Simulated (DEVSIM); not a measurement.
## abrupt Si p-n junction

Structure: abrupt Si p-n junction, at 300 K.

| layer (left to right) | material | thickness (μm) | Nd (cm⁻³) | Na (cm⁻³) | τn (s) | τp (s) |
|---|---|---|---|---|---|---|
| 1 | Si | 38.0 | - | 1.5e15 | 1e-6 | 1e-6 |
| 2 | Si | 3.90 | 6.2e15 | - | 1e-6 | 1e-6 |

Left contact: ohmic. Right contact: ohmic. Voltage is applied to the left contact. Recombination: SRH at mid-gap, radiative, Auger. Mobility is μmin + (μ − μmin)/(1 + (N/Nref)^α).

Constants are typed, rounded textbook-type inputs, not results; the design itself was drawn at random and stands for no fabricated device. Values at 300 K.

| parameter | Si |
|---|---|
| gap (eV) | 1.124 |
| affinity (eV) | 4.05 |
| permittivity | 11.7 |
| Nc (cm⁻³) | 2.86e19 |
| Nv (cm⁻³) | 3.1e19 |
| μn (cm²/Vs) | 1417 |
| μp (cm²/Vs) | 470 |
| μn,min | 52 |
| μp,min | 45 |
| Nref,n | 9.7e16 |
| Nref,p | 2.2e17 |
| αn | 0.68 |
| αp | 0.72 |
| B (cm³/s) | 4.7e-15 |
| Cn (cm⁶/s) | 2.8e-31 |
| Cp (cm⁶/s) | 9.9e-32 |

Simulated with DEVSIM: 1D drift-diffusion, Boltzmann statistics, complete ionisation; no tunnelling, impact ionisation, image-force lowering or self-heating.

| Quantity | Result |
|---|---|
| Potential step across the device at zero bias | 0.649 V |
| Largest field in the device at zero bias | 15000 V/cm |
| Dark forward voltage at 1 A/cm² | 0.589 V |
| Dark forward voltage at 100 A/cm² | 1.017 V |

Dark reverse current:

| V (V) | J (A/cm²) |
|---|---|
| -0.40 | -2.6e-8 |
| -1.00 | -5.1e-8 |
| -2.00 | -8.2e-8 |
| -3.00 | -1.1e-7 |
| -4.00 | -1.3e-7 |
| -6.00 | -1.7e-7 |
| -8.00 | -2.0e-7 |
| -10.00 | -2.3e-7 |
| -13.00 | -2.7e-7 |
| -16.00 | -3.0e-7 |
| -20.00 | -3.4e-7 |

Small-signal capacitance in reverse bias (quasi-static):

```tsv
V (V)	C (nF/cm²)
-0.4	10.0
-1	7.92
-2	6.21
-3	5.28
-4	4.67
-6	3.90
-8	3.41
-10	3.08
-13	2.72
-16	2.46
-20	2.21
```
